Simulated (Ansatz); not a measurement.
S on the 1x1 (0001) surface of hcp Ru, one in a 1x1 cell, energies for each (6.4 Å²). Energies are against ⅛ S8(g), without zero-point or thermal terms; each row is named by its start.

Method: PBE (plane waves to 420 eV, PAW; Ansatz, a first-principles code).

Question: Which site binds most strongly?
(A) top Ru
(B) hollow Ru-Ru-Ru
(C) hollow Ru-Ru-Ru over Ru at depth 2.1 Å

Answer: C, hollow Ru-Ru-Ru over Ru at depth 2.1 Å. Adsorption energies: hollow Ru-Ru-Ru over Ru at depth 2.1 Å -0.79 eV; hollow Ru-Ru-Ru -0.76 eV; top Ru -0.48 eV.
